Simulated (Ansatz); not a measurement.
TiAl with two functionals, pressure 4.5 GPa

Start from TiAl (space group P4/mmm, No. 123; a = 2.824 Å, c = 4.071 Å).

(Cell as relaxed with PBE.)

Levels (all Ansatz, an electronic-structure program, PAW, earlier PAW set): PBE (420 eV, without spin-orbit coupling); r2SCAN (500 eV, without spin-orbit coupling).

Each level relaxes its own structure.

```json
[
 {"base": "volume per atom", "PBE": "16.23 Å³", "r2SCAN": "16.06 Å³"},
 {"base": "lattice parameter a", "PBE": "2.824 Å", "r2SCAN": "2.813 Å"},
 {"base": "band gap", "PBE": "zero", "r2SCAN": "zero"}
]
```

Modification: cell and atoms relaxed at a pressure of 4.5 GPa.

```
quantity                           PBE  r2SCAN
-----------------------------  -------  ------
shortest interatomic distance  2.790 Å       ?
c/a ratio                        1.441       ?
```

**Question.** Predict the r2SCAN column.

**Answer.** 
- shortest interatomic distance, r2SCAN: 2.781 Å
- c/a ratio, r2SCAN: 1.442

PBE's shortest interatomic distance lies 0.009 Å above r2SCAN's (0.3 %). Neither level is exact; r2SCAN is the comparison here, not a measurement.

Load acts through the strain it causes; cell and atoms are relaxed under it. Whether these cells are dynamically stable was not tested. The final runs are not spin-polarised.
